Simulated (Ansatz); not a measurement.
Base system: Se (space group P3_121, No. 152; a = 4.506 Å, c = 4.991 Å; made of chains).

Perturbation: an isotropic linear strain of +2.86 %; the atoms relax in the strained cell.

The values are results of DFT with r2SCAN, PAW potentials and a 500 eV plane-wave cutoff in Ansatz (a quantum-chemistry and plane-wave program), spin-orbit coupling left out, not measurements.

Base, band edges from the VBM (valence, conduction): K -1.40, 3.23; H -0.26, 1.33; M -0.97, 2.31; L 0.00, 1.82; A -1.08, 1.56; Γ -0.40, 2.26 eV.

### Question
Give the band edges at the high-symmetry points of the new zone, measured from its valence-band maximum.

### Answer
```tsv
point	valence edge (eV)	conduction edge (eV)
Γ	-0.32	2.34
M	-0.85	2.40
K	-1.14	3.16
A	-1.02	1.50
L	0.00	1.55
H	-0.22	1.15
```

The gap is 1.15 eV, indirect, L → H.

Gaps are read on the SCF mesh and a high-symmetry path. Whether these cells are dynamically stable was not tested. No dispersion term is included, though the crystal is made of layers, chains or molecules, so its spacings can come out too wide.
